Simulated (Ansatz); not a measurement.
Consider BaTiO₃ (space group P4mm, No. 99).

```
CELL_PARAMETERS angstrom
      3.97219     0.00000     0.00000
      0.00000     3.97219     0.00000
      0.00000     0.00000     4.11302
ATOMIC_POSITIONS crystal
  Ti 0.50000 0.50000 0.45235
  Ba 0.00000 0.00000 0.93424
  O  0.50000 0.50000 0.89516
  O  0.50000 0.00000 0.41213
  O  0.00000 0.50000 0.41213
```

Computed with DFT with r2SCAN, PAW potentials and a 500 eV plane-wave cutoff in Ansatz (a first-principles code), scalar-relativistic without spin-orbit coupling.

Before the change:

The band gap is 2.23 eV, the pressure is 0.00 GPa and the width of the top valence band is 1.30 eV.

Perturbation: an isotropic linear strain of −0.31 %, atoms relaxed at fixed cell.

Q: Predict the new band gap.

A: The band gap grows by 0.01 eV (2.23 eV → 2.24 eV).

Q: How does this affect the energy relative to the base?

A: The energy goes up by 0.5 meV/atom.

Q: Predict the new pressure.

A: The pressure (mean of the normal stresses, compression positive) goes from zero to 1.37 GPa.

Q: What happens to the width of the top valence band?

A: The width of the top valence band falls by 0.02 eV to 1.28 eV.

Gaps are read on the SCF mesh and a high-symmetry path. No phonon test of stability was made. The final runs are not spin-polarised.
